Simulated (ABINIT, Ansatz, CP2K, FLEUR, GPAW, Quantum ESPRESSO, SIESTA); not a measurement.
**Pt3Ti (Pm-3m, 4 atoms in the cell) computed with different codes at matched settings**

Self-consistent single point, at a second geometry (lattice scaled by 0.98). First geometry:

```xyz
4
Lattice="3.9200 0.0000 0.0000 0.0000 3.9200 0.0000 0.0000 0.0000 3.9200" Properties=species:S:1:pos:R:3 pbc="T T T"
Ti     0.0000     0.0000     0.0000
Pt     0.0000     1.9600     1.9600
Pt     1.9600     0.0000     1.9600
Pt     1.9600     1.9600     0.0000
```

Shared settings, as Ansatz (a program for electronic structure) writes them: kpoints.mp_grid.grid = 6 6 6; scf.occupations.method = fermi_dirac; scf.occupations.width = 0.0073 Ry. Potentials and cutoffs stand in the table.

| code | model | ΔF from the first geometry (meV/atom) | pressure (GPa) | cutoff |
|---|---|---|---|---|
| FLEUR | PBE, all-electron FLAPW (FLEUR), scalar-relativistic valence | 81.8 | – | Kmax 4.1 1/bohr |
| SIESTA | GGA PBE, numerical atomic orbitals DZP, PseudoDojo PBE standard norm-conserving potentials (rewritten from UPF to PSML) | 58.1 | 20.30 | grid 400 Ry |
| CP2K | PBE, GPW, TZVP-MOLOPT-SR-GTH basis, GTH-PBE potentials (GTH_POTENTIALS) | 76.8 | 23.81 | grid 600 Ry |
| Quantum ESPRESSO | PBE, SSSP 1.1.2 efficiency (PBE) pseudopotentials | 74.5 | 23.06 | 50 Ry |
| Ansatz | PBE, default PAW files | 76.9 | 23.56 | 30.9 Ry |
| ABINIT | PBE, norm-conserving pseudopotentials (PseudoDojo nc-sr-05 PBE standard) | 74.7 | 23.17 | 84 Ry |
| GPAW | PBE, GPAW PAW datasets PBE (gpaw-data 1.0.1) | 77.1 | 23.53 | 850 eV |

A dash marks a value that a program does not give, or that is left out as unsure.

On Ansatz's run: spin-orbit coupling is off. Spin polarisation is off.

The spread over the programs that give each value: ΔF from the first geometry within 23.7 meV/atom; pressure within 3.51 GPa.

SIESTA and CP2K use small atom-centred bases, whose incompleteness enters pressures, forces and empty levels differently from a plane-wave cutoff. FLEUR treats all electrons, but the usual bases taken here (sphere radii, linearisation, local orbitals, empty states) were not tested for convergence, so the values are no reference for the others. Ansatz's pressure is given at a fixed set of plane waves, as the other plane-wave codes print theirs; with its correction for the finite basis it is 23.64 GPa. In the pressure, SIESTA (by 3.05) lies more than 1 GPa from the median of the plane-wave programs.

The starting cell has typed, rounded lattice constants, without a prior relaxation at this level. For this run, on top of that: lattice scaled by 0.98.

Left out of this page: Elk (not drawn, or without a comparable value).

Keys are those of Ansatz 0.2.
